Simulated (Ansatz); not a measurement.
GaSb (Immm, No. 71, 2 atoms in the cell; start mp-684664; a measured phase of this formula has another space group) was calculated with r²SCAN (Ansatz, a first-principles code, PAW).

Settings: plane-wave cutoff 560 eV, 20×20×20 k mesh, Fermi–Dirac smearing 0.05 eV, scalar-relativistic PAW data made under PBE.

Cell (relaxed at this level):

```xyz
2
Lattice="-1.6157 2.5338 2.8446 1.6157 -2.5338 2.8446 1.6157 2.5338 -2.8446" Properties=species:S:1:pos:R:3 pbc="T T T"
Ga     0.0000     0.0000     0.0000
Sb     0.0000     0.0000     2.8446
```

Task: Predict the bulk modulus.

Result: 
- bulk modulus: 59.4 GPa

The run finds no gap.

Note: the bulk modulus is −V dP/dV from two relaxed cells at ±2 % in volume; the relaxation could not lower the start's symmetry, so the cell can be a saddle point above a distorted one.

Spin–orbit coupling is not included; it can open a gap where bands touch, and shift volumes and moduli.

Computed values are for the static lattice.

A start named mp-… is a Materials Project structure, which need not be a measured phase.
